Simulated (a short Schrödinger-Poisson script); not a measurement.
System: gated Al0.33Ga0.67N/GaN polarisation-induced gas, at 77 K.

| layer | material | thickness (nm) | Na (cm⁻³) |
|---|---|---|---|
| 1 | Al0.33Ga0.67N | 20 | - |
| 2 | GaN | 6000 | 7e15 |

The device is made up for the run: typed textbook-type constants, with dimensions and the other settings drawn at random. Al0.33Ga0.67N: permittivity 9.3, conduction-band edge (eV) 0.462, gap (eV) 4.09, electron mass (mₑ) 0.24, Nv at 300 K (cm⁻³) 4.6e19. GaN: permittivity 9.5, conduction-band edge (eV) 0, gap (eV) 3.43, Nv at 300 K (cm⁻³) 4.6e19.

Channel valleys (confinement mass, in-plane density-of-states mass, number): Γ 0.2, 0.2, 1. At the gate the conduction-band edge of layer 1 lies 1.27 eV − eVg above the Fermi level of the channel; the field vanishes at the back. Sheet of polarisation charge: +1.6e13 e/cm² at 20 nm from the gate. The barrier under the gate holds no holes. Gaps are held at their typed values at every temperature. Mesh 0.08 nm at interfaces.

From a short Schrödinger-Poisson script (our own, NumPy): 1D Poisson equation in equilibrium, electrons quantum, Hartree (BenDaniel-Duke, 40 states a valley, the channel's in-plane mass for all, wave functions free to enter the barrier), parabolic valleys, classical holes, full ionisation, no traps, pinning or gate leakage.

The same stack at other levels of the model or other numerical settings:

```json
[
 {"run": "base", "sheet density of all electrons at Vg = 0.5 V (cm⁻²)": "1.36e13", "sheet density of all electrons at Vg = -3.5 V (cm⁻²)": "3.88e12", "capacitance at Vg = 0.5 V (μF/cm²)": "0.397", "centroid of the channel electrons at Vg = 0.5 V (nm)": "1.56", "rough cost against the base": "about 1"},
 {"run": "electrons treated as classical, Boltzmann", "sheet density of all electrons at Vg = 0.5 V (cm⁻²)": "1.45e13", "sheet density of all electrons at Vg = -3.5 V (cm⁻²)": "4.30e12", "capacitance at Vg = 0.5 V (μF/cm²)": "0.409", "centroid of the channel electrons at Vg = 0.5 V (nm)": "…", "rough cost against the base": "0.01"},
 {"run": "electrons treated as classical, Fermi-Dirac", "sheet density of all electrons at Vg = 0.5 V (cm⁻²)": "1.36e13", "sheet density of all electrons at Vg = -3.5 V (cm⁻²)": "3.99e12", "capacitance at Vg = 0.5 V (μF/cm²)": "…", "centroid of the channel electrons at Vg = 0.5 V (nm)": "1.35", "rough cost against the base": "0.10"},
 {"run": "electrons treated as quantum, Hartree plus LDA exchange-correlation", "sheet density of all electrons at Vg = 0.5 V (cm⁻²)": "1.37e13", "sheet density of all electrons at Vg = -3.5 V (cm⁻²)": "3.97e12", "capacitance at Vg = 0.5 V (μF/cm²)": "0.398", "centroid of the channel electrons at Vg = 0.5 V (nm)": "1.43", "rough cost against the base": "2"},
 {"run": "mesh six times as coarse", "sheet density of all electrons at Vg = 0.5 V (cm⁻²)": "1.36e13", "sheet density of all electrons at Vg = -3.5 V (cm⁻²)": "3.88e12", "capacitance at Vg = 0.5 V (μF/cm²)": "0.398", "centroid of the channel electrons at Vg = 0.5 V (nm)": "…", "rough cost against the base": "0.2"},
 {"run": "one subband a valley", "sheet density of all electrons at Vg = 0.5 V (cm⁻²)": "1.36e13", "sheet density of all electrons at Vg = -3.5 V (cm⁻²)": "3.88e12", "capacitance at Vg = 0.5 V (μF/cm²)": "0.395", "centroid of the channel electrons at Vg = 0.5 V (nm)": "1.35", "rough cost against the base": "0.3"}
]
```

Q: Complete the blanks.

A: 
- electrons treated as classical, Boltzmann, centroid of the channel electrons at Vg = 0.5 V (nm): 0.19
- mesh six times as coarse, centroid of the channel electrons at Vg = 0.5 V (nm): 1.50
- electrons treated as classical, Fermi-Dirac, capacitance at Vg = 0.5 V (μF/cm²): 0.388

The classical rows ignore confinement, and Boltzmann statistics overrate the density once the band edge passes the Fermi level.
